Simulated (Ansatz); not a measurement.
The starting structures come from a database of crystals and need not be the phases stable at ambient conditions.

The decay constant κ of evanescent states in the gap governs leakage through a thin film.

Consider the following.

```
CELL_PARAMETERS angstrom
      4.67575     0.00000     0.00000
      0.00000     7.63690     0.00000
      2.29233     0.00000     4.07528
ATOMIC_POSITIONS crystal
  Cd 0.84847 0.00017 0.84847
  Cd 0.15153 0.50017 0.15153
  Te 0.18219 0.12483 0.18219
  Te 0.81781 0.62483 0.81781
```

Space group of this cell: Cmc2_1. The cell is taken as given; by PBEsol its mean pressure is -2.3 GPa.

Transport runs along the normal of the first two printed cell vectors.

No gap correction and no spin-orbit coupling; mid-gap values are interpolated between computed energies.

**Question.** State the band gap and the smallest decay constant κ at mid-gap according to PBEsol (Ansatz, a quantum-chemistry and plane-wave program).

**Answer.** Gap 0.50 eV on a 8×4×8 mesh; κ = 0.039 1/Å, at the zone centre.
